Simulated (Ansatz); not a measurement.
The parent structure is Ce in the fcc (Cu type) structure (space group Fm-3m, No. 225; a = 4.664 Å).

Calculations: r2SCAN (Ansatz, a first-principles code, PAW, no spin-orbit coupling), earlier PAW set.

Before the change:

The lattice parameter a is 4.664 Å.

One thing is altered: every Ce is replaced by Lu, then cell and atoms are relaxed.

Problem. What happens to the lattice parameter a?

Solution. The lattice parameter a rises by 0.217 Å, from 4.664 Å to 4.881 Å.

The 4f electrons are in the valence with no U and their state was not checked, so volumes and moments can be off. Whether these cells are dynamically stable was not tested. As relaxed here, Lu is a hypothetical phase, not in the database extracts checked. Seeded moments were not kept for the base. The final runs are not spin-polarised.
